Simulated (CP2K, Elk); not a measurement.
An Elk input for a self-consistent single point of ZnNi3Sb2 (P-3m1, 6 atoms in the cell) (DFT, PBEsol, all-electron FP-LAPW, Elk's shipped species files, APW+lo basis with extra local orbitals):

```
tasks
  0

xctype
  22

tforce
  .true.

rgkmax
  8.0

gmaxvr
  18.0

lmaxapw
  10

lmaxo
  8

nxlo
  2

lorbcnd
  .true.

lradstp
  2

nrmtscf
  2.0

rmtscf
  0.9

lmaxi
  4

stype
  0

swidth
  0.00734986

avec
    7.6449875523    0.0000003890    0.0000000000
   -3.8224941130    6.6207532374    0.0000000000
    0.0000000000    0.0000000000   11.7109918423

atoms
  3   : nspecies
  'Zn.in'   : spfname
  1   : natoms; atposl, bfcmt below
  0.0000000000  0.0000000000  0.0000000000    0.0 0.0 0.0
  'Ni.in'   : spfname
  3   : natoms; atposl, bfcmt below
  0.0000000000  0.0000000000  0.5000000000    0.0 0.0 0.0
  0.3333333333  0.6666666667  0.8917000000    0.0 0.0 0.0
  0.6666666667  0.3333333333  0.1083000000    0.0 0.0 0.0
  'Sb.in'   : spfname
  2   : natoms; atposl, bfcmt below
  0.3333333333  0.6666666667  0.3021000000    0.0 0.0 0.0
  0.6666666667  0.3333333333  0.6979000000    0.0 0.0 0.0

ngridk
  7 7 4
```

**Question.** Give the CP2K input for the same structure, mesh, smearing and functional.

**Answer.** One input that does it (others would too):

```
&GLOBAL
  PROJECT scf
  RUN_TYPE ENERGY_FORCE
  PRINT_LEVEL MEDIUM
&END GLOBAL
&FORCE_EVAL
  METHOD Quickstep
  STRESS_TENSOR ANALYTICAL
  &DFT
    BASIS_SET_FILE_NAME BASIS_MOLOPT
    POTENTIAL_FILE_NAME GTH_POTENTIALS
    &QS
      METHOD GPW
      EPS_DEFAULT 1E-11
    &END QS
    &MGRID
      CUTOFF 600
      REL_CUTOFF 50
      NGRIDS 5
    &END MGRID
    &SCF
      SCF_GUESS ATOMIC
      EPS_SCF 1E-6
      MAX_SCF 100
      ADDED_MOS 13
      &DIAGONALIZATION
        ALGORITHM STANDARD
      &END DIAGONALIZATION
      &MIXING
        METHOD BROYDEN_MIXING
        ALPHA 0.2
        NBUFFER 12
      &END MIXING
      &SMEAR ON
        METHOD GAUSSIAN
        SIGMA [eV] 0.2
      &END SMEAR
    &END SCF
    &KPOINTS
      SCHEME MONKHORST-PACK 7 7 4
      GAMMA_CENTERED T
    &END KPOINTS
    &XC
      &XC_FUNCTIONAL
        &PBE
          PARAMETRIZATION PBESOL
        &END PBE
      &END XC_FUNCTIONAL
    &END XC
    &PRINT
      &MO
        EIGENVALUES T
        OCCUPATION_NUMBERS T
        NDIGITS 8
        FILENAME mo
        &EACH
          QS_SCF 0
        &END EACH
        ADD_LAST NUMERIC
      &END MO
      &MULLIKEN ON
      &END MULLIKEN
    &END PRINT
  &END DFT
  &SUBSYS
    &CELL
      ABC 4.04555300 4.04555354 6.19719000
      ALPHA_BETA_GAMMA 90.00000000 90.00000000 120.00000380
      PERIODIC XYZ
    &END CELL
    &COORD
      SCALED
      Zn       0.00000000     0.00000000     0.00000000
      Ni       0.00000000     0.00000000     0.50000000
      Ni       0.33333300     0.66666700     0.89170000
      Ni       0.66666700     0.33333300     0.10830000
      Sb       0.33333300     0.66666700     0.30210000
      Sb       0.66666700     0.33333300     0.69790000
    &END COORD
    &KIND Zn
      BASIS_SET DZVP-MOLOPT-SR-GTH
      POTENTIAL GTH-PBE-q12
    &END KIND
    &KIND Ni
      BASIS_SET DZVP-MOLOPT-SR-GTH
      POTENTIAL GTH-PBE-q18
    &END KIND
    &KIND Sb
      BASIS_SET DZVP-MOLOPT-SR-GTH
      POTENTIAL GTH-PBE-q5
    &END KIND
  &END SUBSYS
  &PRINT
    &FORCES ON
    &END FORCES
    &STRESS_TENSOR ON
    &END STRESS_TENSOR
  &END PRINT
&END FORCE_EVAL
```

Basis, cutoffs, solver keys and any potentials are the target program's own. This input uses DFT PBEsol, GPW, DZVP-MOLOPT-SR-GTH basis, GTH-PBE potentials (GTH_POTENTIALS).

The starting cell comes from a database of computed structures (which also holds hypothetical and non-ambient phases and stackings), without a prior relaxation at this level. Its lattice was rescaled by a random factor within 2.5 % of one.
